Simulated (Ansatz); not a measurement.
# A self-consistent single point of LaCu (Pnma, 8 atoms in the cell) with Ansatz

Level of theory: LDA (PW92), default PAW files made with PBE (plane waves; Ansatz, a first-principles code).

Input as run:

Ansatz 0.2 input:
```yaml
crystal:
  lattice:
    - [7.55284300, 0.00000000, 0.00000000]
    - [0.00000000, 4.60795500, 0.00000000]
    - [0.00000000, 0.00000000, 5.60478500]
  atoms:
    - { symbol: La, position: [0.67608000, 0.25000000, 0.39430000] }
    - { symbol: La, position: [0.32392000, 0.75000000, 0.60570000] }
    - { symbol: La, position: [0.82392000, 0.75000000, 0.89430000] }
    - { symbol: La, position: [0.17608000, 0.25000000, 0.10570000] }
    - { symbol: Cu, position: [0.53201000, 0.25000000, 0.89602000] }
    - { symbol: Cu, position: [0.46799000, 0.75000000, 0.10398000] }
    - { symbol: Cu, position: [0.96799000, 0.75000000, 0.39602000] }
    - { symbol: Cu, position: [0.03201000, 0.25000000, 0.60398000] }
basis:
  ecutwfc: 420.0
kpoints:
  mp_grid:
    grid: [3, 5, 4]
hamiltonian:
  xc: lda
  pseudopotentials:
    kind: paw
scf:
  occupations:
    method: gaussian
    width: 0.1
output:
  forces: true
  eigenvalues: true
  stress: true
```

Output, abridged:

```
WARN ansatz: RAYON_NUM_THREADS=1 ignored (pool sized by the plan → 1); use --threads N
Pseudopotentials: kind: paw
Pseudopotential: La, paw, valence charge 11
Pseudopotential: Cu, paw, valence charge 19
Crystal: 8 atoms, lattice volume = 195.064 Å³
Basis set: ecut = 420 eV, 3813 PW (Γ)
Bands: 72, of which v1, the nominal top of the filled ones, is band 60 counted from 1 (59 counted from 0)
Symmetry: 8 space group operations
Space group: Pnma (ITA 62), of the structure as read, at distance tolerance 5.8e-5 Å
k-points: 18 of 60
PAW frozen core: La, regenerated for the run's functional, and the local potential with it
PAW frozen core: Cu, regenerated for the run's functional, and the local potential with it
Initial density: superposition of atomic densities (neutral atoms: chi_scale 0, normalization atom), corrected by the library's trained network
Initial wavefunctions: pseudopotential atomic-orbital guess
Eigensolver: davidson
Functional: x = slater, c = lda
SCF iter   1: F=—  HF=-50528.244359 eV  |F-HF|=—  |Δ(HF+E_count)|=         —  Δρ=1.07e-2  dr2=1.02e-1  ethr=1.77e-3  ⟨swp⟩=7.4  Hψ=6044  notcnv=0
all-band conjugate gradients solve this SCF's bands
preconditioner: auto → Kerker (q_TF=auto, 2.516 Å⁻¹)
SCF iter   2: F=—  HF=-50528.252620 eV  |F-HF|=—  |Δ(HF+E_count)|=   8.26e-3  Δρ=9.88e-3  dr2=1.74e-1  ethr=8.49e-5  ⟨swp⟩=3.0  Hψ=2775  notcnv=0  defer=86
SCF iter   3: F=—  HF=-50528.224418 eV  |F-HF|=—  |Δ(HF+E_count)|=   2.82e-2  Δρ=3.20e-3  dr2=1.42e-2  ethr=8.49e-5  ⟨swp⟩=2.0  Hψ=1819  notcnv=0  defer=86
SCF iter   4: F=—  HF=-50528.220424 eV  |F-HF|=—  |Δ(HF+E_count)|=   3.99e-3  Δρ=3.18e-4  dr2=2.23e-4  ethr=1.18e-5  ⟨swp⟩=2.0  Hψ=2383  notcnv=0  defer=86
SCF iter   5: F=—  HF=-50528.220412 eV  |F-HF|=—  |Δ(HF+E_count)|=   1.13e-5  Δρ=4.51e-4  dr2=2.87e-4  ethr=1.86e-7  ⟨swp⟩=2.0  Hψ=2295  notcnv=0  defer=86
SCF iter   6: F=—  HF=-50528.220372 eV  |F-HF|=—  |Δ(HF+E_count)|=   4.03e-5  Δρ=1.01e-4  dr2=1.91e-5  ethr=1.86e-7  ⟨swp⟩=2.0  Hψ=1574  notcnv=0  defer=86
SCF iter   7: F=—  HF=-50528.220369 eV  |F-HF|=—  |Δ(HF+E_count)|=   2.77e-6  Δρ=2.40e-5  dr2=1.83e-6  ethr=1.59e-8  ⟨swp⟩=2.0  Hψ=2375  notcnv=0  defer=86
SCF iter   8: F=—  HF=-50528.220369 eV  |F-HF|=—  |Δ(HF+E_count)|=   1.19e-7  Δρ=1.69e-5  dr2=4.71e-7  ethr=1.52e-9  ⟨swp⟩=2.0  Hψ=1661  notcnv=0  defer=86
SCF iter   9: F=-50528.220369 eV  HF=-50528.220369 eV  |F-HF|=8.54e-9  |Δ(HF+E_count)|=   6.36e-8  Δρ=2.77e-6  dr2=1.70e-8  ethr=8.33e-11  ⟨swp⟩=15.1  Hψ=7064  notcnv=0
SCF 1 converged in 9 iterations: F = -50528.220369 eV  dr2 = 1.70e-8
SCF converged after 9 iterations
Free energy (F): -50528.220369 eV
Harris-Foulkes:  -50528.220369 eV  (|F-HF|=8.54e-9)
Internal energy: -50528.189075 eV  (E = F + TS)
E sigma→0 (E₀):  -50528.204722 eV
Entropy (-TS):   -0.031294 eV (-3.912 meV/atom)
Fermi energy:    12.200298 eV
--- Per-component energies (eV) ---
  E_band       = -1924.891470
  E_kinetic    = 1972.269567
  E_local      = -24081.287327  (includes V_loc(G=0)·N_el)
  E_nonlocal   = 1960.299526
  E_hartree    = 10667.146537
  E_xc         = -908.306705
  E_vxc        = -1049.859951  (∫ρ·V_xc dr)
  E_paw        = -27339.646906  (= ΣΔE_a)
  E_vpaw       = -2060.628197  (= ΣTr[D̂ρ^β])
  E_aug_tail   = 0.000809  (compensation charges beyond the density's cutoff)
  E_ewald      = -12801.754082
  E_core_change = 3.089506  (= ΣΔE_core)
  E_smearing   = -0.031294  (= −TS)
  E_closure    = -0.000000  (closes the sum)
  Σ components = -50528.220369   (vs F -50528.220369, Δ=0.00e0)
--- Forces (eV/Å), atoms counted from 1 ---
  atom   1  La     0.11280894    -0.00000000    -0.05843592
  atom   2  La    -0.11280894     0.00000000     0.05843592
  atom   3  La    -0.11280894    -0.00000000    -0.05843592
  atom   4  La     0.11280894    -0.00000000     0.05843592
  atom   5  Cu     0.00034689     0.00000000     0.07842564
  atom   6  Cu    -0.00034689    -0.00000000    -0.07842564
  atom   7  Cu    -0.00034689     0.00000000     0.07842564
  atom   8  Cu     0.00034689     0.00000000    -0.07842564
  max |Σ_I F_I| component: 9.32e-18 eV/Å
--- Stress (GPa, compression-positive) ---
       -3.864441       0.000000       0.000000
        0.000000      -4.938948       0.000000
        0.000000       0.000000      -4.028697
  P = ⅓ Tr σ = -4.2774 GPa (-42.774 kbar)
  The stress holds the Pulay correction. Without it, at fixed plane waves, as pw.x and ABINIT print it: P = -4.3016 GPa
--- Band table (eV; the first three rows and the last of 18) ---
  k-point 0: bands = ["-99.9082", "-99.9082", "-99.9051", "-99.9050", "-57.7634", "-57.7634", "-57.7568", "-57.7568", "-57.7211", "-57.7211", "-57.7177", "-57.7177", "-57.6764", "-57.6764", "-57.6456", "-57.6456", "-20.5973", "-20.4995", "-20.4592", [...]
  k-point 1: bands = ["-99.9082", "-99.9082", "-99.9051", "-99.9050", "-57.7634", "-57.7634", "-57.7568", "-57.7568", "-57.7211", "-57.7211", "-57.7177", "-57.7177", "-57.6764", "-57.6764", "-57.6456", "-57.6456", "-20.5776", "-20.4855", "-20.4802", [...]
  k-point 2: bands = ["-99.9082", "-99.9082", "-99.9050", "-99.9050", "-57.7634", "-57.7634", "-57.7568", "-57.7568", "-57.7211", "-57.7211", "-57.7177", "-57.7177", "-57.6764", "-57.6764", "-57.6456", "-57.6456", "-20.5294", "-20.5294", "-20.4523", [...]
  k-point 17: bands = ["-99.9071", "-99.9071", "-99.9061", "-99.9061", "-57.7619", "-57.7619", "-57.7599", "-57.7599", "-57.7199", "-57.7199", "-57.7189", "-57.7189", "-57.6649", "-57.6649", "-57.6555", "-57.6555", "-20.4985", "-20.4985", [...]
```

The run converged in 9 iterations.

The starting cell comes from a database of computed structures (which also holds hypothetical and non-ambient phases and stackings), without a prior relaxation at this level. Its lattice was rescaled by up to half a per cent. Spin polarisation is off. With a pressure of about -4 GPa the cell is away from its equilibrium volume at this level. Ansatz's pressure includes its estimate of the finite-basis (Pulay) stress.
